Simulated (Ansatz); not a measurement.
**Pressure series in Ti3AlN**

The reference is Ti3AlN in the anti-perovskite structure (space group Pm-3m, No. 221; a = 4.086 Å; a cell from a computed database, its experimental status unchecked).

Cell and atoms are relaxed at each pressure.

The values are results of PBEsol (Ansatz, a program for electronic structure; PAW; 420 eV plane waves; spin-orbit coupling left out), not measurements.

Notes on the quantities. enthalpy: H = E + PV relative to the base's energy.

```
case                   enthalpy  volume per atom
----------------  -------------  ---------------
base                          –         13.64 Å³
pressure −2 GPa   -0.17 eV/atom         13.81 Å³
pressure −1 GPa   -0.09 eV/atom         13.72 Å³
pressure 0.3 GPa  +0.03 eV/atom         13.62 Å³
pressure 0.7 GPa  +0.06 eV/atom         13.59 Å³
pressure 1.5 GPa  +0.13 eV/atom         13.53 Å³
pressure 3 GPa    +0.25 eV/atom         13.42 Å³
pressure 5 GPa    +0.42 eV/atom         13.28 Å³
pressure 7.5 GPa  +0.63 eV/atom         13.11 Å³
pressure 10 GPa   +0.83 eV/atom         12.96 Å³
```

Load acts through the strain it causes; cell and atoms are relaxed under it. Whether these cells are dynamically stable was not tested. No other phases were tried under pressure. The final runs are not spin-polarised.
